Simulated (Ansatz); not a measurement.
# What 7 layers does to Ir

The reference is Ir in the fcc (Cu type) structure (space group Fm-3m, No. 225; a = 3.8444 Å). Axes: x, y, z lie along the cube axes.

The change: a free-standing slab of 7 layers (7 atoms, 1 a layer) is cut normal to [111], with 15 Å of vacuum and the in-plane cell held at bulk.

Level of theory: DFT with r2SCAN, PAW potentials and a 500 eV plane-wave cutoff in Ansatz (an electronic-structure program), spin-orbit coupling left out. k-mesh 20×20×1 (Γ-centred); smearing 0.05 eV (Fermi–Dirac), for the changed cell.

* **Layer's space group (with vacuum)**: P-3m1 (No. 164)
* **Shortest interatomic distance**: 2.676 Å (base 2.718 Å)
* **Band gap**: zero (base zero)
* **Excess energy per area of both faces (slab less bulk energy over the cell's area: twice a surface energy)**: 5.0 J/m² (uncertain by up to 0.2 J/m²)
* **Thickness between the outermost nuclei**: 13.20 Å
* **Change of the spacing d12 from its bulk value of 2.220 Å**: -2.3 %

Final structure:

```
Ir
1.0
    2.71842     0.00000     0.00000
    1.35921     2.35422     0.00000
    0.00000     0.00000    28.31746
Ir
7
Direct
  0.33333   0.83333   0.26686
  0.00000   0.50000   0.34340
  0.66667   0.16667   0.42135
  0.33333   0.83333   0.50000
  0.00000   0.50000   0.57865
  0.66667   0.16667   0.65660
  0.33333   0.83333   0.73314
```

The excess energy carries the mismatch between the slab's and the bulk's meshes. No phonon test of stability was made. The final runs are not spin-polarised.
